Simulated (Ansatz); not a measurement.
**Effect of Al → Co on Ti3Al**

Consider Ti3Al (space group P6_3/mmc, No. 194; a = 5.688 Å, c = 4.608 Å).

Now apply this change: full substitution Al → Co, then cell and atoms are relaxed.

Computed with Ansatz (a program for electronic structure) PBEsol, no SOC. Settings: 10×10×11 k-points, 0.05 eV Fermi–Dirac smearing, for the changed cell.

The volume per atom shrinks by 1.66 Å³, from 16.14 Å³ to 14.48 Å³ and the density rises by 1.42 g/cm³, from 4.39 g/cm³ to 5.81 g/cm³. The lattice parameter a decreases by 0.216 Å, from 5.688 Å to 5.472 Å and the c/a ratio goes up by 0.006 (0.810 → 0.816). The space group is still P6_3/mmc (No. 194) and the shortest interatomic distance drops by 0.190 Å (2.792 Å → 2.602 Å). The band gap is still zero.

Final structure:

```
Ti3Co
1.0
    5.47200     0.00000     0.00000
   -2.73600     4.73889     0.00000
    0.00000     0.00000     4.46664
Ti Co
6 2
Direct
  0.82519   0.65038   0.25000
  0.17481   0.82519   0.75000
  0.34962   0.17481   0.25000
  0.17481   0.34962   0.75000
  0.82519   0.17481   0.25000
  0.65038   0.82519   0.75000
  0.33333   0.66667   0.25000
  0.66667   0.33333   0.75000
```

Whether these cells are dynamically stable was not tested. As relaxed here, Ti3Co is a hypothetical phase, not in the database extracts checked. Seeded moments were not kept for Al → Co. The final runs are not spin-polarised.
